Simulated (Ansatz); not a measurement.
# TaN (space group P-6m2, No. 187)

```
TaN
1.0
    2.93622     0.00000     0.00000
   -1.46811     2.54284     0.00000
    0.00000     0.00000     2.88489
Ta N
1 1
Cartesian
  0.00000   0.00000   1.44245
  1.46811   0.84761   0.00000
```

Calculations: r2SCAN (Ansatz, an electronic-structure program, PAW, without spin-orbit coupling), earlier PAW set. k-mesh 13×13×11 (Γ-centred); smearing 0.05 eV (Fermi–Dirac).

| Item | Result |
|---|---|
| Volume per atom | 10.77 Å³ |
| Density | 15.03 g/cm³ |
| Band gap | zero |
| Total energy | -5166.333 eV/atom (σ→0; compares only within this code and set-up) |

With Ta present, leaving out spin-orbit coupling can change the band edges. No phonon test of stability was made. The final runs are not spin-polarised. This is not the structure that TaN has at room temperature and ambient pressure. The zero or small gap of TaN can change with the level of theory.
